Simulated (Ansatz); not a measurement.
The parent structure is CdS in the wurtzite structure (space group P6_3mc, No. 186; a = 4.074 Å, c = 6.637 Å). Axes: x lies along a and z along c of the hexagonal cell.

Method: LDA, PAW, 420 eV (Ansatz, a first-principles code; scalar-relativistic without spin-orbit coupling).

For the base:

- Pressure: 0.00 GPa
- Band gap: 1.03 eV

Now apply this change: biaxial strain +0.60 %, plane normal [001], relaxed out of plane (Cartesian); in-plane vectors clamped, the third vector and the atoms free.

Problem. What happens to the pressure?

Solution. The pressure (mean of the normal stresses, compression positive) goes from zero to -0.42 GPa.

Problem. How does this affect the band gap?

Solution. The band gap remains 1.03 eV.

Stability against distortions was not tested.
